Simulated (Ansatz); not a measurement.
Reference: AlP (F-43m), HSE06 with spin-orbit coupling, rigid bands (plane waves, PAW; Ansatz, a program for electronic structure); geometry: cell and atoms relaxed with PBEsol.

Space group F-43m (No. 216); a = b = c = 5.471 Å, α = β = γ = 90.00°

| atom | site | symmetry | x | y | z |
|---|---|---|---|---|---|
| Al | 4a | -43m | 0.0000 | 0.0000 | 0.0000 |
| P | 4c | -43m | 0.2500 | 0.2500 | 0.2500 |
(The calculation used a cell of 2 atoms; values per cell refer to that cell.)

The band gap is 2.26 eV. The electron conductivity mass is 0.33 mₑ, the hole conductivity mass is 0.67 mₑ and the Seebeck coefficient, n-type 1e19 cm⁻³ is -260 μV/K.

Task: Replace Al by B on the same sites and relax. What happens?

Result: BP (F-43m): volume per atom 20.5 to 11.5 Å³; band gap falls (2.26 eV to 1.93 eV); electron conductivity mass stays about the same (0.33 mₑ to 0.32 mₑ); hole conductivity mass falls (0.67 mₑ to 0.41 mₑ); Seebeck coefficient, n-type 1e19 cm⁻³ rises in size (-260 μV/K to -331 μV/K).

Moves up to 5 % count as about the same. Masses are for dilute carriers at 300 K, harmonic means over directions unless an axis is named. Seebeck coefficients are for the stated density at 300 K, with one relaxation time for all states and whether or not that doping can be reached.
